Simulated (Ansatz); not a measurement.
Results of LDA (Ansatz, a first-principles code, plane waves, PAW) for W₂B₂Si (model structure, started from the Fe2AlB2 type, Cmmm, No. 65, 5 atoms in the cell).

Numerical settings: plane-wave cutoff 520 eV, 18×18×18 k mesh, Fermi–Dirac smearing 0.05 eV, no spin polarisation, scalar-relativistic PAW data made under PBE.

Cell (relaxed at this level):

W2B2Si has the orthorhombic space group Cmmm (No. 65), Pearson symbol oS10. Conventional cell: a = 3.0291 Å, b = 11.1188 Å, c = 3.0992 Å, α = β = γ = 90.00°. Si on 2a sees 2 B at 2.298 Å and 8 W at 2.644 Å. W on 4j has 6 B at 2.304–2.334 Å and 4 Si at 2.644 Å and 7 W at 2.947–3.099 Å. B on 4i sees 2 B at 1.795 Å and 1 Si at 2.298 Å and 6 W at 2.304–2.334 Å. (Neighbours: up to the widest gap in distance over summed covalent radii, below 1.35, at either atom; cation-cation and far metal-metal contacts left out.)
(The calculation used a cell of 5 atoms; values per cell refer to that cell.)

**Question.** Give the computed bulk modulus.

**Answer.** 
- bulk modulus: 305 GPa

Note: the run has no spin polarisation, so it can have missed a magnetic state; the bulk modulus is −V dP/dV from two relaxed cells at ±2 % in volume; the relaxation could raise the start's symmetry but not lower it, so the cell can be a saddle point.

Spin–orbit coupling is not included; it can open a gap where bands touch, and shift volumes and moduli.

Static lattice: no zero-point or thermal effects.

Computing time: roughly 9 core-minutes.

A model structure was made by putting elements into a prototype or built by hand; it is no filed structure, need not be a known phase, and can be a saddle point held by its symmetry.
